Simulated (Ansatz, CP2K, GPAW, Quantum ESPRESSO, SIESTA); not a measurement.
## Code comparison for TiFeH₂ (P1, 8 atoms in the cell)

Self-consistent single point, at a second geometry (atoms moved at random). First geometry:

```yaml
crystal:
  lattice:
    - [2.80811, 0.00000, 0.00000]
    - [0.00000, 4.73793, 0.00000]
    - [0.00000, 0.00000, 4.55451]
  atoms:
    - { symbol: Ti, position: [0.50000, 0.29982, 0.28994] }
    - { symbol: Ti, position: [0.50000, 0.70018, 0.78994] }
    - { symbol: Fe, position: [0.00000, 0.18703, 0.78968] }
    - { symbol: Fe, position: [0.00000, 0.81297, 0.28968] }
    - { symbol: H, position: [0.50000, 0.93246, 0.44952] }
    - { symbol: H, position: [0.50000, 0.06754, 0.94952] }
    - { symbol: H, position: [0.00000, 0.47856, 0.55285] }
    - { symbol: H, position: [0.00000, 0.52144, 0.05285] }
```

Second geometry:
```yaml
crystal:
  lattice:
    - [2.80811, 0.00000, 0.00000]
    - [0.00000, 4.73793, 0.00000]
    - [0.00000, 0.00000, 4.55451]
  atoms:
    - { symbol: Ti, position: [0.50177, 0.29519, 0.26874] }
    - { symbol: Ti, position: [0.49612, 0.68597, 0.79859] }
    - { symbol: Fe, position: [0.99198, 0.19468, 0.80479] }
    - { symbol: Fe, position: [0.00117, 0.81648, 0.30240] }
    - { symbol: H, position: [0.53558, 0.94218, 0.43984] }
    - { symbol: H, position: [0.47195, 0.08164, 0.94779] }
    - { symbol: H, position: [0.00246, 0.47202, 0.55214] }
    - { symbol: H, position: [0.99898, 0.51184, 0.04970] }
```

Shared settings, as Ansatz (a program for electronic structure) writes them: kpoints.mp_grid.grid = 8 5 5; scf.occupations.method = gaussian; scf.occupations.width = 0.1 eV. Potentials and cutoffs stand in the table.

```
code                                                                                                                                 model  ΔF from the first geometry (meV/atom)  pressure (GPa)  largest force (eV/Å)       cutoff
----------------  ------------------------------------------------------------------------------------------------------------------------  -------------------------------------  --------------  --------------------  -----------
Ansatz                                                                                                 LDA (PW92), PAW files made with PBE                                   27.0           -9.55                 1.303       420 eV
CP2K                                                  LDA (Pade form), GPW, DZVP-MOLOPT-SR-GTH basis, GTH-PADE potentials (GTH_POTENTIALS)                                   27.0           -9.55                 1.306  grid 600 Ry
GPAW                                                                         LDA (Perdew-Wang 92), GPAW PAW datasets LDA (gpaw-data 1.0.1)                                   28.1           -8.74                 1.329       850 eV
SIESTA            LDA PW92, numerical atomic orbitals DZP, PseudoDojo LDA standard norm-conserving potentials (rewritten from UPF to PSML)                                   28.1          -11.32                 1.401  grid 300 Ry
Quantum ESPRESSO                                                                       LDA (PZ), GBRV 1.5 ultrasoft (LDA) pseudopotentials                                   27.3           -9.34                 1.312        50 Ry
```

Size of the force on each atom (eV/Å): Sizes of forces hide their directions.

```json
[
 {"code": "Ansatz", "Ti1": "1.303", "Ti2": "1.093", "Fe3": "0.660", "Fe4": "0.793", "H5": "0.871", "H6": "0.934", "H7": "0.138", "H8": "0.142"},
 {"code": "CP2K", "Ti1": "1.306", "Ti2": "1.108", "Fe3": "0.669", "Fe4": "0.796", "H5": "0.863", "H6": "0.928", "H7": "0.132", "H8": "0.136"},
 {"code": "GPAW", "Ti1": "1.329", "Ti2": "1.099", "Fe3": "0.702", "Fe4": "0.845", "H5": "0.912", "H6": "0.955", "H7": "0.148", "H8": "0.141"},
 {"code": "SIESTA", "Ti1": "1.401", "Ti2": "1.118", "Fe3": "0.710", "Fe4": "0.854", "H5": "0.899", "H6": "0.975", "H7": "0.150", "H8": "0.148"},
 {"code": "Quantum ESPRESSO", "Ti1": "1.312", "Ti2": "1.099", "Fe3": "0.666", "Fe4": "0.800", "H5": "0.878", "H6": "0.941", "H7": "0.143", "H8": "0.142"}
]
```

On Ansatz's run: spin polarisation is off.

The spread over the programs that give each value: ΔF from the first geometry within 1.1 meV/atom; pressure within 2.58 GPa; largest force within 0.098 eV/Å.

CP2K and SIESTA use small atom-centred bases, whose incompleteness enters pressures, forces and empty levels differently from a plane-wave cutoff. Ansatz's pressure is given at a fixed set of plane waves, as the other plane-wave codes print theirs; with its correction for the finite basis it is -9.39 GPa. The same LDA comes in different parametrisations, which differ slightly. In the pressure, SIESTA (by 1.97) lies more than 1 GPa from the median of the plane-wave programs. In the force vectors, SIESTA (by 0.099) lies more than 0.08 eV/Å from the median of the plane-wave programs.

The starting cell comes from a database of computed structures (which also holds hypothetical and non-ambient phases and stackings), without a prior relaxation at this level. Its lattice was rescaled by a random factor within 2.5 % of one. For this run, on top of that: atoms moved at random.

Keys are those of Ansatz 0.2.
